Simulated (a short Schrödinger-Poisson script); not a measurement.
Structure: symmetric double-gate stack, SiO2 on p-type Si(100), at 300 K.

```tsv
layer	material	thickness (nm)	Na (cm⁻³)
1	SiO2	3.1	-
2	Si	5	2e15
3	SiO2	3.1	-
```

The device is made up for the run: typed textbook-type constants, with dimensions and the other settings drawn at random. SiO2: permittivity 3.9, conduction-band edge (eV) 3.15, gap (eV) 9, electron mass (mₑ) 0.5. Si: permittivity 11.7, conduction-band edge (eV) 0, gap (eV) 1.124, Nv at 300 K (cm⁻³) 3.1e19.

Channel valleys (confinement mass, in-plane density-of-states mass, number): Δ2 0.916, 0.19, 2; Δ4 0.19, 0.417, 4. At the gates, both at one voltage, the conduction-band edge of layer 1 lies 3.42 eV − eVg above the Fermi level of the channel. Gaps are held at their typed values at every temperature. Mesh 0.03 nm at interfaces.

Solved with a short Schrödinger-Poisson script written for these runs: 1D Poisson equation in equilibrium, electrons quantum, Hartree (BenDaniel-Duke, 12 states a valley, the channel's in-plane mass for all, wave functions free to enter the dielectric), parabolic valleys, classical holes, full ionisation, no traps, pinning or gate leakage.

The same stack at other levels of the model or other numerical settings:

```csv
run,sheet density of all electrons at Vg = 1.7 V (cm⁻²),sheet density of all electrons at Vg = 0.5 V (cm⁻²),capacitance of both gates at Vg = 1.7 V (μF/cm²),rough cost against the base
base,1.72e13,2.92e12,1.98,about 1
"electrons treated as classical, Boltzmann",…,3.44e12,…,0.03
"electrons treated as classical, Fermi-Dirac",…,3.41e12,2.08,0.08
mesh six times as coarse,1.72e13,2.91e12,1.97,0.2
one subband a valley,1.70e13,2.88e12,1.96,0.3
```

Task: Some entries are withheld; supply them.

Result: 
- electrons treated as classical, Boltzmann, sheet density of all electrons at Vg = 1.7 V (cm⁻²): 1.90e13
- electrons treated as classical, Fermi-Dirac, sheet density of all electrons at Vg = 1.7 V (cm⁻²): 1.86e13
- electrons treated as classical, Boltzmann, capacitance of both gates at Vg = 1.7 V (μF/cm²): 2.15

The classical rows ignore confinement, and Boltzmann statistics overrate the density once the band edge passes the Fermi level.
